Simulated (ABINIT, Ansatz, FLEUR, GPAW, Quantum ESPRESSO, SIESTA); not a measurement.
**Code comparison for Si2W (I4/mmm, 3 atoms in the cell)**

Self-consistent single point.

```
CELL_PARAMETERS angstrom
     -1.60736     1.60736     3.90103
      1.60736    -1.60736     3.90103
      1.60736     1.60736    -3.90103
ATOMIC_POSITIONS crystal
  Si 0.33499 0.33499 0.00000
  Si 0.66501 0.66501 0.00000
  W  0.00000 0.00000 0.00000
```

Shared settings, as Ansatz (a program for electronic structure) writes them: kpoints.mp_grid.grid = 3 3 3; scf.occupations.method = fermi_dirac; scf.occupations.width = 0.05 eV. Potentials and cutoffs stand in the table.

```
code                                                                                                                                model  pressure (GPa)  largest force (eV/Å)           cutoff
----------------  -----------------------------------------------------------------------------------------------------------------------  --------------  --------------------  ---------------
SIESTA            GGA PBE, numerical atomic orbitals TZP, PseudoDojo PBE standard norm-conserving potentials (rewritten from UPF to PSML)            7.35                 0.431      grid 350 Ry
ABINIT                                                           PBE, norm-conserving pseudopotentials (PseudoDojo nc-sr-05 PBE standard)            6.89                 0.546            74 Ry
Ansatz                                                                                                             PBE, default PAW files            6.81                 0.540          default
Quantum ESPRESSO                                                                           PBE, GBRV 1.5 ultrasoft (PBE) pseudopotentials            5.44                 0.545            40 Ry
GPAW                                                                                         PBE, GPAW PAW datasets PBE (gpaw-data 1.0.1)            7.61                 0.563           600 eV
FLEUR                                                                        PBE, all-electron FLAPW (FLEUR), scalar-relativistic valence               –                 0.549  Kmax 4.4 1/bohr
```

A dash marks a value that a program does not give, or that is left out as unsure.

On Ansatz's run: spin-orbit coupling is off. Spin polarisation is off.

The spread over the programs that give each value: pressure within 2.17 GPa; largest force within 0.132 eV/Å.

SIESTA uses small atom-centred bases, whose incompleteness enters pressures, forces and empty levels differently from a plane-wave cutoff. FLEUR treats all electrons, but the usual bases taken here (sphere radii, linearisation, local orbitals, empty states) were not tested for convergence, so the values are no reference for the others. Ansatz's pressure is given at a fixed set of plane waves, as the other plane-wave codes print theirs; with its correction for the finite basis it is 6.85 GPa. In the pressure, Quantum ESPRESSO (by 1.41) lies more than 1 GPa from the median of the plane-wave programs. In the force vectors, SIESTA (by 0.115) lies more than 0.08 eV/Å from the median of the plane-wave programs.

On the base mesh (12 12 12) the same programs gave: Ansatz pressure 4.08 GPa; Quantum ESPRESSO pressure 2.71 GPa; ABINIT pressure 4.17 GPa; GPAW pressure 4.85 GPa; SIESTA pressure 4.87 GPa.

The values differ from the base mesh's, so the mesh still matters here: the table compares the programs at equal settings.

The starting cell comes from a database of computed structures (which also holds hypothetical and non-ambient phases and stackings), without a prior relaxation at this level.

Left out of this page: Elk (not drawn, or without a comparable value).

Keys are those of Ansatz 0.2.
